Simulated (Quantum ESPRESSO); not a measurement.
A working Quantum ESPRESSO input for Nb2NiS4 (P-3m1, 7 atoms in the cell) (DFT, PBEsol, plane waves, GBRV 1.5 ultrasoft (PBESOL) pseudopotentials):

```fortran
&CONTROL
  calculation = 'scf'
  prefix = 'Nb2NiS4'
  outdir = './out'
  pseudo_dir = './'
  verbosity = 'high'
  tprnfor = .true.
  tstress = .true.
/
&SYSTEM
  ibrav = 0
  nat = 7
  ntyp = 3
  ecutwfc = 50
  ecutrho = 400
  occupations = 'smearing'
  smearing = 'mp'
  degauss = 0.0147
/
&ELECTRONS
  conv_thr = 1.0e-11
  mixing_beta = 0.7
/
ATOMIC_SPECIES
Nb    92.9064  nb_pbesol_v1.uspp.F.UPF
Ni    58.6934  ni_pbesol_v1.4.uspp.F.UPF
S     32.0600  s_pbesol_v1.4.uspp.F.UPF
ATOMIC_POSITIONS {crystal}
Nb    0.3333333333    0.6666666667    0.2696800000
Nb    0.6666666667    0.3333333333    0.7303200000
Ni    0.0000000000    0.0000000000    0.0000000000
S     0.3333333333    0.6666666667    0.0912000000
S     0.6666666667    0.3333333333    0.9088000000
S     0.3333333333    0.6666666667    0.6286400000
S     0.6666666667    0.3333333333    0.3713600000
K_POINTS {automatic}
6 6 2  0 0 0
CELL_PARAMETERS {angstrom}
   3.4673498939     0.0000000000     0.0000000000
  -1.7336749469     3.0028130919     0.0000000000
   0.0000000000     0.0000000000    13.1998300000
```

The run converged in 32 iterations: free energy E − TS -9187.6642 eV; Fermi level (on the code's own zero) 9.56 eV; pressure -5.46 GPa; largest force (vector length) 0.286 eV/Å. Each of these slips is then made, one at a time:

(1)
```diff
-  degauss = 0.0147
```

(2)
```diff
-  ecutrho = 400
+  ecutrho = 50
```

What happens in each case?


(1) Smearing without a width. The program stopped before any SCF iteration.
```
Error in routine  set_occupations (1):
smearing requires a value for gaussian broadening (degauss)
```

(2) A density cutoff or grid that is too coarse. The program stopped before any SCF iteration.
```
Error in routine set_cutoff (1):
ecutrho <= ecutwfc?!?
```

The starting cell comes from a database of computed structures (which also holds hypothetical and non-ambient phases and stackings), without a prior relaxation at this level. Spin polarisation is off, so a magnetic state, if there is one, cannot be reached. In the base run, with a pressure of about -5 GPa the cell is away from its equilibrium volume at this level.

Left out of this page: 3 runs of the series outside the window shown, repeating another row's setting, or not comparable.
